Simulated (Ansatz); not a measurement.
LaB (model structure, started from the NbN type, Fm-3m, No. 225, 2 atoms in the cell) was calculated with PBE+SOC in Ansatz (PAW).

Input:

Ansatz 0.2 input:
```yaml
crystal:
  lattice:
    - [0.0, 2.7903312765, 2.7903312765]
    - [2.7903312765, 0.0, 2.7903312765]
    - [2.7903312765, 2.7903312765, 0.0]
  atoms:
    - { symbol: La, position: [0.5, 0.5, 0.5] }
    - { symbol: B, position: [0.0, 0.0, 0.0] }
basis:
  ecutwfc: 520
  ecutrho_ratio: 4
  xc_grid: 2
kpoints:
  mp_grid: { grid: [18, 18, 18] }
hamiltonian:
  xc: pbe
  dispersion: none
  pseudopotentials: { kind: paw }
scf:
  occupations: { method: fermi_dirac, width: 0.05 }
  convergence: { dr2_threshold: 0.0000000002 }
output:
  forces: true
  stress: true
  eigenvalues: true
magnetization:
  noncollinear: true
  spin_orbit: true
```

Question: How many irreducible k-points, plane waves at Γ does the program set up, and what pressure does the run end with?

Answer: 195 irreducible k-points, 1211 plane waves at Γ; P = 2.80 GPa, so the cell is compressed on average and its volume would grow at this level.

From the output:

```
Crystal: 2 atoms, lattice volume = 43.451 Å³
Basis set: ecut = 520 eV, 1211 PW (Γ), exchange–correlation on 60×60×60 points (8 copies of the dense FFT grid, shifted against one another)
Bands: 22, of which v1, the nominal top of the filled ones, is band 14 counted from 1 (13 counted from 0)
Symmetry: 48 space group operations + 48 with time reversal
k-points: 195 of 5832
Initial density: superposition of atomic densities (chi_scale 0.1, normalization cell, long waves kept (reshape's long-wave potential 0.00 eV rms))
Functional: x = pbe(κ = 0.804, μ = 0.2195149727645171), c = pbe(β = 0.06672455060314922)
spin=Noncollinear: Kerker preconditioning applied to the charge; magnetization (m_x, m_y, m_z) channels mix plain (no charge-response kernel on spin).
SCF 1 converged in 9 iterations: F = -6410.197021 eV  dr2 = 3.41e-12
SCF converged after 9 iterations
Free energy (F): -6410.197021 eV
Internal energy: -6410.157252 eV  (E = F + TS)
E sigma→0 (E₀):  -6410.177136 eV
Fermi energy:    10.098327 eV
--- Forces (eV/Å), atoms counted from 1 ---
  atom   1  La    -0.00000000    -0.00000000     0.00000000
  atom   2  B      0.00000000    -0.00000000     0.00000000
--- Stress (GPa, compression-positive) ---
        2.798422       0.000000      -0.000000
        0.000000       2.798422      -0.000000
        0.000000      -0.000000       2.798422
  P = ⅓ Tr σ = 2.7984 GPa (27.984 kbar)
```

Note: the relaxation could raise the start's symmetry but not lower it, so the cell can be a saddle point. Note: cell and atoms aren't relaxed at this level (pressure 2.8 GPa).

Computing time: roughly 27 core-seconds.

A model structure was made by putting elements into a prototype or built by hand; it is no filed structure, need not be a known phase, and can be a saddle point held by its symmetry.

Ansatz is a first-principles code.
